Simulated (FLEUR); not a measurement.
Several settings converged on Cu (Fm-3m, 1 atom in the cell)

```
CELL_PARAMETERS angstrom
      0.00000     1.81042     1.81042
      1.81042     0.00000     1.81042
      1.81042     1.81042     0.00000
ATOMIC_POSITIONS crystal
  Cu 0.00000 0.00000 0.00000
```

Base method: FLEUR with PBE, all-electron FLAPW (FLEUR), scalar-relativistic valence.

Base settings: Kmax = 3.5 1/bohr; GmaxXC = 12.2 1/bohr; xcFunctional = pbe; jspins = 1; l_soc = F; mode = hist; fermiSmearingEnergy = 0.00367493 Htr; mesh (inpgen div1-3) = 14 14 14; inpgen gamma flag = true; Gmax = 12.2 1/bohr.

**The width of Fermi-Dirac smearing**

In this ladder: kpt_div = 23 23 23; kpt_gamma = false.

Narrow widths need finer meshes than wide ones, so the last steps can hold mesh noise.

Only quantities that move along the ladder and can be compared are tabulated; pressure and forces are left out, as mesh noise rules them at narrow widths.

These are the values that this program gave, and no reference: the default basis lacks the next d shell.

```csv
fermiSmearingEnergy,free energy less the last step's (meV/atom),energy extrapolated to zero width less the last step's (meV/atom)
0.0367493 Htr,-820.46,87.96
0.0183747 Htr,-157.61,25.86
0.0110248 Htr,-47.28,1.29
0.00734986 Htr,-19.86,-1.49
0.00367493 Htr,-4.32,-0.54
0.00183747 Htr,0.00,0.00
```

Widest fermiSmearingEnergy that holds the free energy within 5 meV/atom: not settled: the last two steps still differ by 4.3 meV/atom, over half the tolerance, so the ladder does not show it.

Widest fermiSmearingEnergy that holds the energy extrapolated to zero width within 2 meV/atom of the last step, with all finer ones: 0.0110248 Htr; the step before is off by 26 meV/atom.

The extrapolation to zero width removes most of the smearing's effect on the energy.

**The mesh under tetrahedron occupations**

In this ladder: mode = tetra; fermiSmearingEnergy = 0.0001 Htr.

Only quantities that move along the ladder and can be compared are tabulated.

These are the values that this program gave, and no reference: the default basis lacks the next d shell.

| kpt_div | free energy less the last step's (meV/atom) |
|---|---|
| 8 8 8 | 111.85 |
| 10 10 10 | 68.33 |
| 12 12 12 | 46.35 |
| 15 15 15 | 28.88 |
| 19 19 19 | 14.70 |
| 23 23 23 | 8.91 |
| 29 29 29 | 3.00 |
| 36 36 36 | 0.00 |

Coarsest kpt_div that holds the free energy within 5 meV/atom: not settled: the last two steps still differ by 3.0 meV/atom, over half the tolerance, so the ladder does not show it.

On the base run: the starting cell has typed, rounded lattice constants, without a prior relaxation at this level. Its lattice was rescaled by up to half a per cent. Spin polarisation is off. Values depend on the basis (sphere radii, cutoffs, local orbitals), which need not be converged.

Left out of this page: 2 runs of the series with a known weakness of the program; 1 run of the series failed or unconverged.
